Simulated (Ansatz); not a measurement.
Consider Ba in the bcc (W type) structure (space group Im-3m, No. 229; a = 4.882 Å; relaxed with 0.1 eV smearing). Axes: x, y, z lie along the cube axes.

All numbers come from Kohn–Sham DFT with the PBEsol functional, run in Ansatz (an electronic-structure program) with PAW and 420 eV plane waves, no spin-orbit coupling.

Strains are applied to the cell and any free atomic positions relax; under biaxial strain the out-of-plane vector relaxes too.

One change was made to it. Results:

```tsv
quantity	base	after
pressure (mean of the normal stresses, compression positive)	0.0 GPa	-0.1 GPa
volume per atom	58.17 Å³	59.24 Å³
energy relative to the base (free energy F)	0 meV/atom	+1.6 meV/atom
```

Task: Which change produced these results?
A) biaxial strain −2.50 %, plane normal [001], relaxed out of plane
B) biaxial strain +2.00 %, plane normal [001], relaxed out of plane
C) biaxial strain +3.00 %, plane normal [001], relaxed out of plane
D) biaxial strain −1.50 %, plane normal [001], relaxed out of plane

Result: B, biaxial strain +2.00 %, plane normal [001], relaxed out of plane. For comparison, the volume per atom in the other runs: biaxial strain −1.50 %, plane normal [001], relaxed out of plane gives 57.54 Å³; biaxial strain −2.50 %, plane normal [001], relaxed out of plane gives 57.22 Å³; biaxial strain +3.00 %, plane normal [001], relaxed out of plane gives 59.84 Å³.

No phonon test of stability was made.
